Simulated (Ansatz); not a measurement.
The starting structures come from a database of crystals and need not be the phases stable at ambient conditions.

 Where the default PAW files enter, the runs use the earlier of Ansatz's two default sets.

Evanescent states of CsNbN2 (Fd-3m, not sure to be the ambient phase, 8 atoms a cell, 22.5 Å³ an atom, -3 GPa at this level) along the normal of (111)

Method: PBEsol (plane waves, PAW; Ansatz, a quantum-chemistry and plane-wave program).

The gap is the functional's own, uncorrected, and κ follows it; spin-orbit coupling is left out. Mid-gap values are interpolated between the computed energies.

Energies count from the valence-band top; κ is the least over a 6×6 mesh across the current.

```tsv
E (eV)	κ (1/Å)	where
0.04	0.062	off Γ
0.14	0.098	Γ
0.23	0.120	Γ
0.32	0.135	Γ
0.41	(withheld)	Γ
0.49	(withheld)	Γ
0.58	(withheld)	Γ
0.68	(withheld)	Γ
0.77	(withheld)	Γ
0.85	(withheld)	Γ
0.94	(withheld)	Γ
1.03	(withheld)	Γ
1.12	(withheld)	Γ
1.22	(withheld)	Γ
1.30	0.133	Γ
1.40	0.116	Γ
1.49	0.090	Γ
1.57	0.039	Γ
```

Problem. Fill in the missing entries.

Solution. 
- 0.41, κ (1/Å): 0.146
- 0.49, κ (1/Å): 0.154
- 0.58, κ (1/Å): 0.160
- 0.68, κ (1/Å): 0.164
- 0.77, κ (1/Å): 0.166
- 0.85, κ (1/Å): 0.166
- 0.94, κ (1/Å): 0.164
- 1.03, κ (1/Å): 0.160
- 1.12, κ (1/Å): 0.154
- 1.22, κ (1/Å): 0.145
